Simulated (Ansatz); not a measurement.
## Au under a change: Au → Cu

Consider Au in the fcc (Cu type) structure (space group Fm-3m, No. 225; a = 4.1572 Å).

It is then changed as follows: every Au is replaced by Cu; the structure is relaxed again.

All numbers come from PBE (Ansatz, a first-principles code), no spin-orbit coupling. Settings: 22×22×22 k-points, 0.05 eV Fermi–Dirac smearing, for the changed cell.

```json
[
 {"quantity": "volume per atom", "base": "17.96 Å³", "changed": "11.96 Å³", "shift": "-6.006 Å³"},
 {"quantity": "density", "base": "18.21 g/cm³", "changed": "8.83 g/cm³", "shift": "-9.38 g/cm³"},
 {"quantity": "lattice parameter a", "base": "4.157 Å", "changed": "3.630 Å", "shift": "-0.527 Å"},
 {"quantity": "space group", "base": "Fm-3m (No. 225)", "changed": "Fm-3m (No. 225)", "shift": "–"},
 {"quantity": "band gap", "base": "zero", "changed": "zero", "shift": "–"}
]
```

Final structure:

```
CELL_PARAMETERS angstrom
      0.00000     1.81485     1.81485
      1.81485     0.00000     1.81485
      1.81485     1.81485     0.00000
ATOMIC_POSITIONS crystal
  Cu 0.00000 0.00000 0.00000
```

Stability against distortions was not tested. All final runs are without spin polarisation.
